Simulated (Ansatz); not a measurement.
# Ti, thickness series

The reference is Ti in the hcp (Mg type) structure (space group P6_3/mmc, No. 194; a = 2.936 Å, c = 4.636 Å). Axes: x lies along a and z along c of the hexagonal cell.

Free-standing slabs (1 atom(s) a layer) normal to the z axis with 15 Å of vacuum; in-plane cell held at bulk.

Level of theory: Kohn–Sham DFT with the r2SCAN functional, run in Ansatz (a program for electronic structure) with PAW and 500 eV plane waves, scalar-relativistic without spin-orbit coupling.

Notes on the quantities. excess energy per area of both faces: slab less bulk energy over the cell's area: twice a surface energy; uncertain by up to 0.2 J/m²; layer's space group: with vacuum.

```csv
change,thickness between the outermost nuclei,excess energy per area of both faces,shortest interatomic distance,layer's space group
base,–,–,2.872 Å,–
1 layer,–,–,2.936 Å,P6/mmm (No. 191)
2 layers,2.05 Å,4.15 J/m²,2.658 Å,P-3m1 (No. 164)
3 layers,4.43 Å,___,2.788 Å,P-6m2 (No. 187)
4 layers,6.74 Å,4.4 J/m²,___,P-3m1 (No. 164)
5 layers,9.05 Å,4.4 J/m²,2.741 Å,P-6m2 (No. 187)
6 layers,11.37 Å,4.4 J/m²,2.744 Å,P-3m1 (No. 164)
7 layers,13.69 Å,4.4 J/m²,2.742 Å,P-6m2 (No. 187)
```

Complete the table.


- 3 layers, excess energy per area of both faces: 4.5 J/m²
- 4 layers, shortest interatomic distance: 2.733 Å

Slab and bulk use different k-meshes, which limits the precision of the excess energy. No phonon test of stability was made. All final runs are without spin polarisation.
